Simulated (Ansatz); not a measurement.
Results of r²SCAN in Ansatz (plane waves, PAW) for LaF (P6₃/mmc, No. 194, 4 atoms in the cell; start mp-1184996).

Run with plane-wave cutoff 560 eV, 18×18×10 k mesh (along the axes of the cell as run), Fermi–Dirac smearing 0.05 eV, scalar-relativistic PAW data made under PBE.

Cell (relaxed at this level):

```cif
data_F2La2
_chemical_formula_sum 'La2 F2'
_space_group_name_H-M_alt 'P63/mmc'
_space_group_IT_number 194
_space_group_name_Hall '-P 6c 2c'
_cell_length_a 4.32355
_cell_length_b 4.32355
_cell_length_c 5.41649
_cell_angle_alpha 90.000
_cell_angle_beta 90.000
_cell_angle_gamma 120.000
loop_
_atom_site_label
_atom_site_type_symbol
_atom_site_symmetry_multiplicity
_atom_site_Wyckoff_symbol
_atom_site_fract_x
_atom_site_fract_y
_atom_site_fract_z
_atom_site_occupancy
La1 La 2 c 0.33333 0.66667 0.25000 1
F1 F 2 d 0.66667 0.33333 0.25000 1
```

Question: Give the computed bulk modulus B0.

Answer: 
* **bulk modulus B0**: 64.2 GPa

The run finds no gap.

Note: the bulk modulus is −V dP/dV from two relaxed cells at ±2 % in volume; the relaxation could not lower the start's symmetry, so the cell can be a saddle point above a distorted one.

Spin–orbit coupling is not included; it can open a gap where bands touch, and shift volumes and moduli.

It cost around 10 core-minutes (rough) of CPU time.

A start named mp-… is a Materials Project structure, which need not be a measured phase.

Ansatz is a program for electronic structure.
